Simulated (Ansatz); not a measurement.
## MoS2: pressure series

Consider MoS$_{2}$ in the 2H-MoS2 type structure (space group P6_3/mmc, No. 194; layered, stacked along the Cartesian z axis).

```cif
data_Mo2S4
_chemical_formula_sum 'Mo2 S4'
_space_group_name_H-M_alt 'P63/mmc'
_space_group_IT_number 194
_space_group_name_Hall '-P 6c 2c'
_cell_length_a 3.17300
_cell_length_b 3.17300
_cell_length_c 12.43657
_cell_angle_alpha 90.000
_cell_angle_beta 90.000
_cell_angle_gamma 120.000
loop_
_atom_site_label
_atom_site_type_symbol
_atom_site_symmetry_multiplicity
_atom_site_Wyckoff_symbol
_atom_site_fract_x
_atom_site_fract_y
_atom_site_fract_z
_atom_site_occupancy
Mo1 Mo 2 c 0.33333 0.66667 0.25000 1
S1 S 4 f 0.66667 0.33333 0.12491 1
```

Cell and atoms are relaxed at each pressure.

Method: plane-wave PAW DFT at the r2SCAN+rVV10 level (Ansatz, a quantum-chemistry and plane-wave program, 500 eV), spin-orbit coupling left out.

Notes on the quantities. enthalpy: H = E + PV relative to the base's energy.

| variant | shortest interatomic distance | c/a ratio | band gap | enthalpy |
|---|---|---|---|---|
| base | 240.3 pm | 3.920 | 1.01 eV | – |
| pressure 1.8 GPa | 239.8 pm | 3.835 | 0.87 eV | +0.20 eV/atom |
| pressure 4.2 GPa | 239.0 pm | 3.772 | 0.74 eV | +0.46 eV/atom |
| pressure 9 GPa | … | 3.707 | 0.54 eV | +0.95 eV/atom |
| pressure 18 GPa | 235.6 pm | 3.653 | 0.26 eV | +1.82 eV/atom |
| pressure 30 GPa | 233.3 pm | 3.625 | zero | +2.91 eV/atom |
| pressure 45 GPa | 231.0 pm | 3.615 | zero | +4.18 eV/atom |
| pressure 60 GPa | … | 3.614 | zero | +5.38 eV/atom |

Problem. What belongs in the blanks?

Solution. 
- pressure 9 GPa, shortest interatomic distance: 237.7 pm
- pressure 60 GPa, shortest interatomic distance: 229.2 pm

A case with no gap was solved on a k-mesh chosen for an insulator, which is coarse for it. Load acts through the strain it causes; cell and atoms are relaxed under it. Stability against distortions was not tested. Competing high-pressure phases were not computed. All final runs are without spin polarisation. The zero or small gap of MoS2 under pressure 18 GPa, MoS2 under pressure 30 GPa and MoS2 under pressure 45 GPa can change with the level of theory.
